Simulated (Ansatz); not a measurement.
Take Ir in the fcc (Cu type) structure (space group Fm-3m, No. 225; a = 3.831 Å; relaxed with 0.1 eV smearing) as the base. Axes: x, y, z lie along the cube axes.

Method: DFT with PBEsol, PAW potentials and a 420 eV plane-wave cutoff in Ansatz (a program for electronic structure), spin-orbit coupling left out.

For the base:

* **Pressure**: 0.0 GPa

Perturbation: the cell is compressed by 2.50 % along z with no lateral relaxation, atoms relaxed at fixed cell.

### Question
What happens to the pressure?

### Answer
The pressure (mean of the normal stresses, compression positive) goes from zero to 10.6 GPa.

The cells carry an imposed strain or load. No phonon test of stability was made. All final runs are without spin polarisation.
